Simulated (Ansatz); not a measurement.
Hypothetical zinc blende NaCl, response to strain

The reference is NaCl in the zinc blende structure (space group F-43m, No. 216; a = 6.254 Å; a hypothetical phase, not in the database extracts checked). Axes: x, y, z lie along the cube axes.

Strains are applied to the cell and any free atomic positions relax; under biaxial strain the out-of-plane vector relaxes too; under stress the whole cell relaxes.

Levels (all Ansatz, an electronic-structure program, PAW): PBE (420 eV, no spin-orbit coupling); r2SCAN (500 eV, no spin-orbit coupling).

The base cell above is that of PBE; each level relaxes its own structures.

```json
[
 {"case": "biaxial strain −4.13 %, plane normal [001], relaxed out of plane", "shift of the gap caused by the change, PBE": "-0.02 eV", "shift of the gap caused by the change, r2SCAN": "?"},
 {"case": "biaxial strain −2.53 %, plane normal [110], relaxed out of plane", "shift of the gap caused by the change, PBE": "-0.03 eV", "shift of the gap caused by the change, r2SCAN": "-0.05 eV"},
 {"case": "biaxial strain −3.28 %, plane normal [111], relaxed out of plane", "shift of the gap caused by the change, PBE": "0.00 eV", "shift of the gap caused by the change, r2SCAN": "-0.02 eV"},
 {"case": "isotropic strain +4.42 %", "shift of the gap caused by the change, PBE": "-0.29 eV", "shift of the gap caused by the change, r2SCAN": "?"},
 {"case": "uniaxial strain ε_zz = +4.65 %", "shift of the gap caused by the change, PBE": "-0.13 eV", "shift of the gap caused by the change, r2SCAN": "?"},
 {"case": "tensor shear ε_xy = +3.28 %", "shift of the gap caused by the change, PBE": "-0.10 eV", "shift of the gap caused by the change, r2SCAN": "?"},
 {"case": "tensor shear ε_xy = +3.43 %", "shift of the gap caused by the change, PBE": "-0.10 eV", "shift of the gap caused by the change, r2SCAN": "?"},
 {"case": "tensor shear ε_xz = +0.69 %", "shift of the gap caused by the change, PBE": "-0.02 eV", "shift of the gap caused by the change, r2SCAN": "-0.02 eV"},
 {"case": "strain tensor (xx, yy, zz, yz, xz, xy) = (+0.37, −1.47, +3.09, +1.58, −0.86, +1.29) %", "shift of the gap caused by the change, PBE": "-0.12 eV", "shift of the gap caused by the change, r2SCAN": "-0.12 eV"},
 {"case": "uniaxial stress, 1 GPa tension along x", "shift of the gap caused by the change, PBE": "-0.18 eV", "shift of the gap caused by the change, r2SCAN": "-0.19 eV"},
 {"case": "tensor shear ε_xy = −1.74 %", "shift of the gap caused by the change, PBE": "-0.05 eV", "shift of the gap caused by the change, r2SCAN": "-0.05 eV"}
]
```

Q: What belongs in the blanks?

A: 
- biaxial strain −4.13 %, plane normal [001], relaxed out of plane, shift of the gap caused by the change, r2SCAN: -0.03 eV
- isotropic strain +4.42 %, shift of the gap caused by the change, r2SCAN: -0.29 eV
- uniaxial strain ε_zz = +4.65 %, shift of the gap caused by the change, r2SCAN: -0.13 eV
- tensor shear ε_xy = +3.28 %, shift of the gap caused by the change, r2SCAN: -0.11 eV
- tensor shear ε_xy = +3.43 %, shift of the gap caused by the change, r2SCAN: -0.12 eV

The two levels differ by at most about 0.02 eV. Near ties aside, they put the cases in the same order.

Stability under load was not tested beyond the relaxation.
